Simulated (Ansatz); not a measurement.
# Mn_Al (zinc-blende AlP host)

All values below come from PBE, PAW (plane waves to 420 eV; Ansatz, a first-principles code). The supercell holds 64 host sites (2×2×2 repeats of the unit cell), with a 2×2×2 shifted k-point sampling for the final energies. Site at the start: the Al site. Charged cells carry a point-charge image correction with potential alignment at far atoms. Dielectric constants: PBE linear response of the host. Host gap at this level: 1.63 eV. These values are not converged in cell size to better than tenths of an eV. Levels are measured in PBE's own, too narrow, gap. Spin–orbit coupling is left out, and no Hubbard U is applied to the open shells. Each state is the lowest found from its start.

Formation energies E_f are given with the Fermi level at the valence-band maximum. Chemical conditions: Al-rich (Δμ(Al) = 0.00 eV, Δμ(Mn) = -1.24 eV, bounded by MnAl12 (Im-3); only phases computed here count, gases as isolated molecules at 0 K); P-rich (Δμ(Al) = -1.26 eV, Δμ(Mn) = -1.30 eV, bounded by MnP (Pnma); only phases computed here count, gases as isolated molecules at 0 K). Reference phases: Al: fcc Al, Mn: fcc-type Mn, layered antiferromagnet.

```tsv
charge	moment (μB)	largest move off a lattice site (Å)	image correction with alignment (eV)	E_f, Al-rich (eV)	E_f, P-rich (eV)	above the lowest spin state (eV)
+1†	3.0	0.05	0.18	–	–	0.00
+1†	3.0	0.05	0.18	–	–	0.00
0	4.0	0.05	0.00	3.17	1.97	0.00
0	not spin-polarised	0.14	0.00	3.88	2.68	0.71
−1	5.0	0.03	0.10	3.84	2.64	0.00
−1	5.0	0.03	0.10	3.84	2.64	0.00
−2†	4.0	0.03	0.47	–	–	0.00
−2*	not spin-polarised	0.14	–	–	–	1.35
```

* At this level the carrier isn't localised at the defect: . Such a state is shallow or no state of the defect, and this cell gives it no level.

† Not settled in this cell, so no level is given: charge +1: a level filled in part; charge −2: a level filled in part, carriers not clearly localised, level within 0.1 eV of a band edge or past it.

Starting moments that weren't kept: charge +1 began with 1 μB and ended with 3.0; charge −1 began with 1 μB and ended with 5.0.

Transition levels above the valence-band maximum: ε(0/−1) = 0.68 eV. With a charge missing or unsettled, these needn't be thermodynamic levels.
